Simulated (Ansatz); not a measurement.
System: CsCl-type CoAl. Method: PBE-D4 (PAW; Ansatz, a program for electronic structure).

Settings: plane-wave cutoff 520 eV, 20×20×20 k mesh, Fermi–Dirac smearing 0.05 eV, no spin polarisation, scalar-relativistic PAW data made under PBE.

Results at a series of volumes:

```
V (Å³/atom)  E − E_lowest (meV/atom)  P (GPa)
-----------  -----------------------  -------
10.567                         27.27    13.68
10.792                         11.68     8.63
11.016                          2.82     4.09
11.241                          0.00     0.00
11.466                          2.62    -3.67
11.691                         10.14    -6.98
11.916                         22.05    -9.95
```

Task: Fit the third-order Birch–Murnaghan equation and give B0 and B′.

Result: V0 = 11.241 Å³/atom, B0 = 194 GPa, B′ = 4.3 (fit to the energies at full precision).

Measured, for comparison: bulk modulus 162 GPa, equilibrium volume per atom 11.71 Å³/atom (room temperature, not corrected to a static lattice; as tabulated in Yamada et al. (2019), arXiv:1910.09660). Computed (rounded) less measured: bulk modulus +20 %, equilibrium volume per atom -4.0 %.

The computed numbers hold no vibrational or temperature effects.
